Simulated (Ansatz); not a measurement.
ZrO2: pressure series

The reference is ZrO₂ in the fluorite structure (space group Fm-3m, No. 225; a = 5.0891 Å).

Cell and atoms are relaxed at each pressure.

Calculations: r2SCAN (Ansatz, a first-principles code), no spin-orbit coupling, earlier PAW set.

Candidates:
(a) pressure 4.5 GPa
(b) pressure 22.5 GPa
(c) pressure 9 GPa
(d) pressure −1 GPa
(e) pressure 30 GPa

Base values:

```
Quantity   Result
--------  -------
Band gap  3.89 eV
```

Problem. Order them by band gap, highest first.

Solution. (e) pressure 30 GPa (4.17 eV), (b) pressure 22.5 GPa (4.11 eV), (c) pressure 9 GPa (3.99 eV), (a) pressure 4.5 GPa (3.94 eV), (d) pressure −1 GPa (3.87 eV)

Load acts through the strain it causes; cell and atoms are relaxed under it. Stability against distortions was not tested. Competing high-pressure phases were not computed. This is not the structure that ZrO2 has at room temperature and ambient pressure.
